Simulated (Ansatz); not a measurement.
Density of states of TiNi (P6mm, 6 atoms in the cell).

```xyz
6
Lattice="4.5038 0.0000 0.0000 -2.2519 3.9004 0.0000 0.0000 0.0000 4.7551" Properties=species:S:1:pos:R:3 pbc="T T T"
Ti     0.0000     0.0000     3.4444
Ti     2.2519     1.3001     0.7002
Ti     0.0000     2.6003     0.7002
Ni     0.0000     0.0000     1.0187
Ni     0.0000     2.6003     3.1073
Ni     2.2519     1.3001     3.1073
```

Computed with PBEsol, default PAW files made with PBE (plane waves; Ansatz, a quantum-chemistry and plane-wave program).

SCF settings: basis.ecutwfc = 420 eV; kpoints.mp_grid.grid = 6 6 5; hamiltonian.xc = pbesol; hamiltonian.pseudopotentials = {kind: paw} (the program's default PAW files); scf.occupations.method = fermi_dirac; scf.occupations.width = 0.1 eV. Keys of the DOS step: output.dos.nscf_kmesh.grid = 12 12 10.

The starting cell comes from a database of computed structures (which also holds hypothetical and non-ambient phases and stackings), without a prior relaxation at this level. Spin polarisation is off.

Total DOS (both spins), as means of the tabulated values in each energy bin; the zero is the program's Fermi level or highest filled level, and the curve is cut to this window:

```
E (eV) | states/eV/cell
    -7.75 |  0.00
    -7.25 |  0.15
    -6.75 | # 0.40
    -6.25 | # 0.59
    -5.75 | ## 0.78
    -5.25 | ## 0.99
    -4.75 | ### 1.26
    -4.25 | #### 2.20
    -3.75 | ############ 5.99
    -3.25 | #################### 9.69
    -2.75 | ############################## 14.9
    -2.25 | ############################## 14.8
    -1.75 | ########################### 13.4
    -1.25 | ############ 6.02
    -0.75 | ############# 6.36
    -0.25 | ############## 6.85
     0.25 | ######## 3.97
     0.75 | ####################### 11.6
```

Around zero the curve holds about 5.3 states/eV/cell.

Keys are those of Ansatz 0.2.
